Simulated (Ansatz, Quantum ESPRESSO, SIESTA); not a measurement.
# SrNiO3 (Cmmm, 5 atoms in the cell) computed with different codes at matched settings

Self-consistent single point, at a second geometry (lattice scaled by 0.98). First geometry:

```yaml
crystal:
  lattice:
    - [2.80681, -2.81455, 0.00000]
    - [2.80681, 2.81455, 0.00000]
    - [0.00000, 0.00000, 3.97740]
  atoms:
    - { symbol: Sr, position: [0.50000, 0.50000, 0.50000] }
    - { symbol: Ni, position: [0.00000, 0.00000, 0.00000], spin: 2.0 }
    - { symbol: O, position: [0.00000, 0.00000, 0.50000] }
    - { symbol: O, position: [0.50000, 0.00000, 0.00000] }
    - { symbol: O, position: [0.00000, 0.50000, 0.00000] }
```
(The spins are starting values, not results.)

Shared settings, as Ansatz (a quantum-chemistry and plane-wave program) writes them: kpoints.mp_grid.grid = 5 5 5; scf.occupations.method = gaussian; scf.occupations.width = 0.1 eV. Potentials and cutoffs stand in the table.

| code | model | ΔF from the first geometry (meV/atom) | pressure (GPa) | size of the net moment (μB/atom) | cutoff |
|---|---|---|---|---|---|
| Ansatz | PBEsol, PAW files made with PBE | -68.3 | -12.30 | 0.21 | 420 eV |
| Quantum ESPRESSO | PBEsol, GBRV 1.5 ultrasoft (PBESOL) pseudopotentials | -66.9 | -11.77 | 0.22 | 50 Ry |
| SIESTA | GGA PBEsol, numerical atomic orbitals DZP, PseudoDojo PBEsol standard norm-conserving potentials (rewritten from UPF to PSML) | -57.7 | -9.05 | 0.22 | grid 350 Ry |

On Ansatz's run: the moments shrank to a small part of their start, a low-spin state that need not be the lowest.

The spread over the programs that give each value: ΔF from the first geometry within 10.6 meV/atom; pressure within 3.25 GPa; size of the net moment within 0.01 μB/atom.

SIESTA uses small atom-centred bases, whose incompleteness enters pressures, forces and empty levels differently from a plane-wave cutoff. Ansatz's pressure is given at a fixed set of plane waves, as the other plane-wave codes print theirs; with its correction for the finite basis it is -11.88 GPa (the shift of 0.42 GPa shows how far the cutoff is from converged). In the pressure, SIESTA (by 2.98) lies more than 1 GPa from the median of the plane-wave programs.

The starting cell comes from a database of computed structures (which also holds hypothetical and non-ambient phases and stackings), without a prior relaxation at this level. Its lattice was rescaled by a random factor within 2.5 % of one. For this run, on top of that: lattice scaled by 0.98.

Keys are those of Ansatz 0.2.
